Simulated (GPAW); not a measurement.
Band structure of CdIn (P-6m2, 2 atoms in the cell).

```yaml
crystal:
  lattice:
    - [3.21861, 0.00000, 0.00000]
    - [-1.60931, 2.78740, 0.00000]
    - [0.00000, 0.00000, 5.91615]
  atoms:
    - { symbol: Cd, position: [0.00000, 0.00000, 0.50000] }
    - { symbol: In, position: [0.66667, 0.33333, 0.00000] }
```

Computed with PBEsol, GPAW PAW datasets PBEsol (made by gpaw-setup) (plane waves; GPAW).

Settings: mode = pw; ecut = 550 eV; xc = PBEsol; kpts = 8 8 4; mesh shift (steps) = 0 0 0; occupations.name = fermi-dirac; occupations.width = 0.1 eV; nbands = -10; symmetry.symmorphic = false; symmetry.tolerance = 0.0005; maxiter = 100; bandpath_npoints = 40.

The starting cell comes from a database of computed structures (which also holds hypothetical and non-ambient phases and stackings), without a prior relaxation at this level. Its lattice was rescaled by a random factor within 2.5 % of one.

Levels in eV from the Fermi level, bands 10 to 16:
```tsv
point	10	11	12	13	14	15	16
Γ	-8.30	-8.30	-4.03	-3.02	8.71	10.41	10.41
M	-8.03	-3.66	-2.99	0.74	1.15	1.74	3.70
K	-8.42	-2.38	-1.35	-0.86	2.67	2.91	2.94
A	-8.30	-8.23	-6.61	2.28	2.54	10.65	10.65
L	-8.03	-3.11	-2.50	-1.49	-0.73	5.80	6.34
H	-8.39	-1.89	-0.78	-0.25	0.39	0.42	1.38
```

Bands cross the Fermi level along this path, so the cell is metallic at this level.
